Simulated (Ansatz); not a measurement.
AlAs (model structure, started from the BeO type, P4₂/mnm, No. 136, 8 atoms in the cell) was calculated with PBEsol+SOC (Ansatz, a program for electronic structure, PAW).

Run with plane-wave cutoff 520 eV, 6×6×8 k mesh (along the axes of the cell as run), Fermi–Dirac smearing 0.01 eV, PAW data made under PBE.

Cell (relaxed with PBEsol):

```cif
data_Al4As4
_chemical_formula_sum 'Al4 As4'
_space_group_name_H-M_alt 'P42/mnm'
_space_group_IT_number 136
_space_group_name_Hall '-P 4n 2n'
_cell_length_a 6.89605
_cell_length_b 6.89605
_cell_length_c 4.03122
_cell_angle_alpha 90.000
_cell_angle_beta 90.000
_cell_angle_gamma 90.000
loop_
_atom_site_label
_atom_site_type_symbol
_atom_site_symmetry_multiplicity
_atom_site_Wyckoff_symbol
_atom_site_fract_x
_atom_site_fract_y
_atom_site_fract_z
_atom_site_occupancy
Al1 Al 4 g 0.17241 0.17241 0.50000 1
As1 As 4 f 0.31368 0.31368 0.00000 1
```

Question: Estimate the band gap and smallest direct gap on the k points sampled that the calculation returns.

Answer: 
band gap: 1.24 eV (indirect)
smallest direct gap on the k points sampled: 1.46 eV

Note: the relaxation could raise the start's symmetry but not lower it, so the cell can be a saddle point.

The computed numbers hold no vibrational or temperature effects.

A model structure was made by putting elements into a prototype or built by hand; it is no filed structure, need not be a known phase, and can be a saddle point held by its symmetry.
